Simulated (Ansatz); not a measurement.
Input and output of a self-consistent single point for PNO (P1, 6 atoms in the cell) (Ansatz, a first-principles code).

Method: LDA (PW92), default PAW files made with PBE (plane waves; Ansatz).

The change in words: atoms moved at random. Reference geometry:
```yaml
crystal:
  lattice:
    - [-2.22378, 2.38856, 3.50218]
    - [2.22378, -2.38856, 3.50218]
    - [2.22378, 2.38856, -3.50218]
  atoms:
    - { symbol: P, position: [0.61083, 0.86083, 0.75000] }
    - { symbol: P, position: [0.88917, 0.63917, 0.25000] }
    - { symbol: N, position: [0.75000, 0.89204, 0.14204] }
    - { symbol: N, position: [0.25000, 0.60796, 0.35796] }
    - { symbol: O, position: [0.87288, 0.75000, 0.62288] }
    - { symbol: O, position: [0.62712, 0.25000, 0.87712] }
```

Reference input (self-consistent single point, DFT, LDA (PW92), plane waves, default PAW files made with PBE): kpoints.mp_grid.grid = 5 5 5; hamiltonian.xc = lda; hamiltonian.pseudopotentials = {kind: paw} (the program's default PAW files); scf.occupations.method = fixed. This run's input differs from it in these lines:

Ansatz 0.2 input:
```diff
@@ -6,8 +6,8 @@
   atoms:
-    - { symbol: P, position_ang: [2.223785, 1.194282, 2.527387] }
-    - { symbol: P, position_ang: [0.000000, 1.194282, 4.476983] }
-    - { symbol: N, position_ang: [0.631733, -0.000000, 5.253277] }
-    - { symbol: N, position_ang: [1.592052, 0.000000, 1.751092] }
-    - { symbol: O, position_ang: [1.111892, 1.781296, 3.502185] }
-    - { symbol: O, position_ang: [1.111892, 2.995834, -0.000000] }
+    - { symbol: P, position_ang: [2.224252, 1.222386, 2.540744] }
+    - { symbol: P, position_ang: [-0.030655, 1.189259, 4.459952] }
+    - { symbol: N, position_ang: [0.614865, -0.063639, 5.210323] }
+    - { symbol: N, position_ang: [1.631153, -0.023105, 1.815480] }
+    - { symbol: O, position_ang: [1.118226, 1.848162, 3.444532] }
+    - { symbol: O, position_ang: [1.113511, 2.992628, 0.039897] }
 kpoints:
```

Log, with long lists cut:

```
SCF iter   1: F=—  HF=-3312.343079 eV  |F-HF|=—  |Δ(HF+E_count)|=         —  Δρ=1.16e-2  dr2=8.85e-2  ethr=1.77e-3  ⟨swp⟩=6.0  Hψ=7329  notcnv=0  defer=252
all-band conjugate gradients solve this SCF's bands
preconditioner: auto → none
SCF iter   2: F=—  HF=-3312.320533 eV  |F-HF|=—  |Δ(HF+E_count)|=   2.25e-2  Δρ=5.14e-3  dr2=9.75e-3  ethr=2.77e-4  ⟨swp⟩=3.4  Hψ=3270  notcnv=0  defer=252
SCF iter   3: F=—  HF=-3312.317349 eV  |F-HF|=—  |Δ(HF+E_count)|=   3.18e-3  Δρ=1.75e-3  dr2=9.35e-4  ethr=3.05e-5  ⟨swp⟩=2.6  Hψ=2423  notcnv=0  defer=252
   [... lines left out ...]
SCF iter   5: F=—  HF=-3312.317100 eV  |F-HF|=—  |Δ(HF+E_count)|=   4.37e-5  Δρ=7.83e-5  dr2=1.48e-6  ethr=4.96e-7  ⟨swp⟩=2.1  Hψ=2067  notcnv=0  defer=250
SCF iter   6: F=—  HF=-3312.317099 eV  |F-HF|=—  |Δ(HF+E_count)|=   1.23e-6  Δρ=3.67e-5  dr2=3.11e-7  ethr=3.13e-10  ⟨swp⟩=17.6  Hψ=10786  notcnv=0
SCF iter   7: F=—  HF=-3312.317099 eV  |F-HF|=—  |Δ(HF+E_count)|=   5.76e-8  Δρ=1.07e-5  dr2=1.45e-7  ethr=3.13e-10  ⟨swp⟩=6.6  Hψ=5930  notcnv=0
SCF iter   8: F=-3312.317099 eV  HF=-3312.317099 eV  |F-HF|=1.26e-9  |Δ(HF+E_count)|=   4.05e-8  Δρ=2.72e-6  dr2=2.64e-9  ethr=3.13e-10  ⟨swp⟩=5.9  Hψ=5145  notcnv=0
SCF 1 converged in 8 iterations: F = -3312.317099 eV  dr2 = 2.64e-9
Free energy (F): -3312.317099 eV
Internal energy: -3312.317099 eV  (E = F + TS)
E sigma→0 (E₀):  -3312.317099 eV
Fermi energy:    4.333525 eV
--- Forces (eV/Å), atoms counted from 1 ---
  atom   1  P     -0.33105916    -1.75546283     0.17195730
  atom   2  P      2.30571625     0.39694147     1.42461826
  atom   3  N      0.83390568     2.65673736    -1.59572143
  atom   4  N     -0.17259382    -0.65143173    -0.51152089
  atom   5  O     -1.46192535    -0.60160397     1.58881314
  atom   6  O     -1.17403743    -0.04518155    -1.07811922
--- Stress (GPa, compression-positive) ---
        1.978774       3.657387       1.929608
        3.657388      -0.558001       1.971969
        1.929608       1.971969       1.169353
  P = ⅓ Tr σ = 0.8634 GPa (8.634 kbar)
  The stress holds the Pulay correction. Without it, at fixed plane waves, as pw.x and ABINIT print it: P = 0.0819 GPa
```

The run converged in 8 iterations. Against the reference run the free energy goes up by 39.1 meV/atom, the pressure goes from -0.13 to 0.86 GPa, the largest force goes from 0.078 to 3.209 eV/Å and the gap on the mesh goes from 5.144 to 4.957 eV.

The starting cell comes from a database of computed structures (which also holds hypothetical and non-ambient phases and stackings), without a prior relaxation at this level. For this run, on top of that: atoms moved at random. Forces in this geometry exceed 1 eV/Å. Ansatz's pressure includes its estimate of the finite-basis (Pulay) stress. Without the estimate this run gives 0.08 GPa.
